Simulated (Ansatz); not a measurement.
## Ansatz run on SiW (Fm-3m, 2 atoms in the cell): self-consistent single point

Method: PBE (plane waves, PAW; Ansatz, a first-principles code).

Input:

Ansatz 0.2 input:
```yaml
crystal:
  lattice:
    - [0.000000, 2.727887, 2.727887]
    - [2.727887, 0.000000, 2.727887]
    - [2.727887, 2.727887, 0.000000]
  atoms:
    - { symbol: Si, position: [0.000000, 0.000000, 0.000000] }
    - { symbol: W, position: [0.500000, 0.500000, 0.500000] }
kpoints:
  mp_grid:
    grid: [8, 8, 8]
hamiltonian:
  xc: pbe
  pseudopotentials:
    kind: paw
scf:
  occupations:
    method: gaussian
    width: 0.01 Ry
output:
  forces: true
  eigenvalues: true
  stress: true
```

Output (repeated stretches shortened):

```
WARN basis.ecutwfc = 420 eV, the default
WARN ansatz: RAYON_NUM_THREADS=1 ignored (pool sized by the plan → 1); use --threads N
Pseudopotentials: kind: paw
Pseudopotential: Si, paw, valence charge 4
Pseudopotential: W, paw, valence charge 14
Crystal: 2 atoms, lattice volume = 40.598 Å³
Basis set: ecut = 420 eV, 821 PW (Γ), exchange–correlation on 54×54×54 points (8 copies of the dense FFT grid, shifted against one another)
Bands: 13, of which v1, the nominal top of the filled ones, is band 9 counted from 1 (8 counted from 0)
Symmetry: 48 space group operations
Space group: Fm-3m (ITA 225), of the structure as read, at distance tolerance 3.4e-5 Å
k-points: 29 of 512
Initial density: superposition of atomic densities (neutral atoms: chi_scale 0, normalization atom), corrected by the library's trained network
Initial wavefunctions: pseudopotential atomic-orbital guess
Eigensolver: davidson
Functional: x = pbe(κ = 0.804, μ = 0.2195149727645171), c = pbe(β = 0.06672455060314922)
SCF iter   1: F=—  HF=-11018.530119 eV  |F-HF|=—  |Δ(HF+E_count)|=         —  Δρ=3.47e-3  dr2=4.48e-3  ethr=1.77e-3  ⟨swp⟩=5.0  Hψ=2166  notcnv=0
all-band conjugate gradients solve this SCF's bands
preconditioner: auto → Kerker (q_TF=auto, 2.382 Å⁻¹)
SCF iter   2: F=—  HF=-11018.530289 eV  |F-HF|=—  |Δ(HF+E_count)|=   1.70e-4  Δρ=1.65e-3  dr2=5.43e-4  ethr=2.49e-5  ⟨swp⟩=1.0  Hψ=609  notcnv=0
SCF iter   3: F=—  HF=-11018.530637 eV  |F-HF|=—  |Δ(HF+E_count)|=   3.48e-4  Δρ=5.42e-4  dr2=6.08e-5  ethr=3.01e-6  ⟨swp⟩=2.3  Hψ=499  notcnv=0
SCF iter   4: F=—  HF=-11018.530688 eV  |F-HF|=—  |Δ(HF+E_count)|=   5.15e-5  Δρ=6.36e-5  dr2=1.02e-6  ethr=3.38e-7  ⟨swp⟩=2.1  Hψ=513  notcnv=0
iter 5 did not close the SCF: its close was put off for the readings that it lacked (scf_convergence_deferred on its scf_iter line)
SCF iter   5: F=-11018.530688 eV  HF=-11018.530688 eV  |F-HF|=5.90e-9  |Δ(HF+E_count)|=   1.95e-7  Δρ=8.62e-6  dr2=2.58e-8  ethr=5.65e-9  ⟨swp⟩=2.3  Hψ=504  notcnv=0
SCF iter   6: F=-11018.530689 eV  HF=-11018.530689 eV  |F-HF|=4.57e-10  |Δ(HF+E_count)|=   1.10e-8  Δρ=1.50e-6  dr2=7.99e-10  ethr=1.43e-10  ⟨swp⟩=2.3  Hψ=1270  notcnv=0
SCF 1 converged in 6 iterations: F = -11018.530689 eV  dr2 = 7.99e-10
SCF converged after 6 iterations
Free energy (F): -11018.530689 eV
Harris-Foulkes:  -11018.530689 eV  (|F-HF|=4.57e-10)
Internal energy: -11018.502571 eV  (E = F + TS)
E sigma→0 (E₀):  -11018.516630 eV
Entropy (-TS):   -0.028118 eV (-14.059 meV/atom)
Fermi energy:    11.707368 eV
--- Per-component energies (eV) ---
  E_band       = -207.686393
  E_kinetic    = 479.996060
  E_local      = -1070.900879  (includes V_loc(G=0)·N_el)
  E_nonlocal   = 26.796178
  E_hartree    = 381.203597
  E_xc         = -316.860586
  E_vxc        = -278.641528  (∫ρ·V_xc dr)
  E_paw        = -9074.963719  (= ΣΔE_a)
  E_vpaw       = -127.343508  (= ΣTr[D̂ρ^β])
  E_aug_tail   = -0.000050  (compensation charges beyond the density's cutoff)
  E_ewald      = -1443.773173
  E_smearing   = -0.028118  (= −TS)
  E_closure    = 0.000000  (closes the sum)
  Σ components = -11018.530689   (vs F -11018.530689, Δ=0.00e0)
--- Forces (eV/Å), atoms counted from 1 ---
  atom   1  Si    -0.00000000     0.00000000    -0.00000000
  atom   2  W      0.00000000    -0.00000000    -0.00000000
  max |Σ_I F_I| component: 5.99e-29 eV/Å
--- Stress (GPa, compression-positive) ---
      -27.219496       0.000000       0.000000
        0.000000     -27.219496       0.000000
        0.000000      -0.000000     -27.219496
  P = ⅓ Tr σ = -27.2195 GPa (-272.195 kbar)
  The stress holds the Pulay correction. Without it, at fixed plane waves, as pw.x and ABINIT print it: P = -27.2480 GPa
--- Band table (eV; the first three rows and the last of 29) ---
  k-point 0: bands = ["-62.9280", "-27.0812", "-27.0812", "-27.0812", "1.2846", "10.3562", "10.3562", "10.3562", "10.6606", "10.6606", "13.6089", "13.6089", "13.6089"]
  k-point 1: bands = ["-62.9279", "-27.0878", "-27.0822", "-27.0822", "1.5394", "9.9144", "10.1132", "10.1132", "10.6205", "10.6205", "13.0433", "14.3514", "14.3514"]
  k-point 2: bands = ["-62.9275", "-27.1034", "-27.0845", "-27.0845", "2.2779", "8.6314", "9.3816", "9.3816", "11.1306", "11.1306", "12.5114", "15.8278", "15.8278"]
  k-point 28: bands = ["-62.9266", "-27.1099", "-27.1099", "-27.0987", "4.1909", "8.2794", "8.3323", "8.3323", "11.8518", "12.4922", "12.4922", "12.6407", "13.9348"]
```

The run converged in 6 iterations.

The starting cell was generated: these elements placed on a structure prototype, without a prior relaxation; it need not be a known phase or ordering of this composition. Spin-orbit coupling is off. Spin polarisation is off. With a pressure of about -27 GPa the cell is away from its equilibrium volume at this level. Ansatz's pressure includes its estimate of the finite-basis (Pulay) stress.
